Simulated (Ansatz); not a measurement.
System: SiC3 (model structure, P-4m2, No. 115, 4 atoms in the cell). Method: PBE0 (Ansatz, a first-principles code, PAW).

Run with plane-wave cutoff 460 eV, 10×10×6 k mesh (along the axes of the cell as run), Fermi–Dirac smearing 0.01 eV, scalar-relativistic PAW data made under PBE.

Cell (relaxed with PBEsol):

```
CELL_PARAMETERS angstrom
      2.78302     0.00000     0.00000
      0.00000     2.78302     0.00000
      0.00000     0.00000     4.09694
ATOMIC_POSITIONS crystal
  C  0.00000 0.00000 0.00000
  C  0.00000 0.50000 0.78940
  Si 0.50000 0.50000 0.50000
  C  0.50000 0.00000 0.21060
```

Q: Give the computed band gap and smallest direct gap on the k points sampled.

A: 
- band gap: 2.96 eV (indirect)
- smallest direct gap on the k points sampled: 3.52 eV

Note: the relaxation could raise the start's symmetry but not lower it, so the cell can be a saddle point; cell and atoms aren't relaxed at this level (largest force component 0.20 eV/Å, pressure -1.8 GPa).

Computed values are for the static lattice.

A model structure was made by putting elements into a prototype or built by hand; it is no filed structure, need not be a known phase, and can be a saddle point held by its symmetry.
